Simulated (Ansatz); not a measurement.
Start from a 16-atom supercell of Nb₃Sn in the A15 (Cr3Si type) structure (space group Pm-3n, No. 223; a = 5.319 Å) at its relaxed geometry.

The values are results of PBE in Ansatz (plane waves to 420 eV, PAW, no spin-orbit coupling), not measurements.

Before the change:

```
Property   Result
--------  -------
Pressure  0.0 GPa
```

Perturbation: one Nb atom is added in an open site, starting 1.83 Å from the nearest host atom, atoms relaxed at fixed cell, starting from a slightly rattled geometry.

Problem. How does this affect the largest displacement of a host atom from its site in the perfect cell, final site of the added atom and pressure?

Solution. The largest displacement of a host atom from its site in the perfect cell amounts to 0.62 Å; the final site of the added atom is 10 Nb at 2.34–3.76 Å and 4 Sn at 2.53–3.82 Å; the pressure goes from zero to 16.2 GPa.

The cell is small, so the values are those of an ordered compound at a high defect concentration; dilute-limit values will differ. All final runs are without spin polarisation. The defect cell is not spin-polarised.

Ansatz is a quantum-chemistry and plane-wave program.
